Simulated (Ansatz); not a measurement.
## Ru under a change: isotropic strain +2.00 %

The reference is Ru in the hcp (Mg type) structure (space group P6_3/mmc, No. 194; a = 2.676 Å, c = 4.224 Å; relaxed with 0.1 eV smearing).

The change: the cell is scaled by 1.0200 in all directions, atoms relaxed at fixed cell.

Method: plane-wave PAW DFT at the LDA level (Ansatz, a first-principles code, 420 eV), no spin-orbit coupling. Settings: 25×25×14 k-points, 0.1 eV Fermi–Dirac smearing.

```csv
quantity,base,changed,shift
volume per atom,13.09 Å³,13.89 Å³,+0.80 Å³
space group,P6_3/mmc (No. 194),P6_3/mmc (No. 194),–
energy relative to the base (free energy F),0 meV/atom,+50 meV/atom,+50 meV/atom
"pressure (mean of the normal stresses, compression positive)",0.0 GPa,-18.9 GPa,-18.9 GPa
band gap,zero,zero,–
```

Cost of the whole job for the changed cell (relaxation, final SCF and bands): roughly 28 core-seconds.

No phonon test of stability was made. The final runs are not spin-polarised.
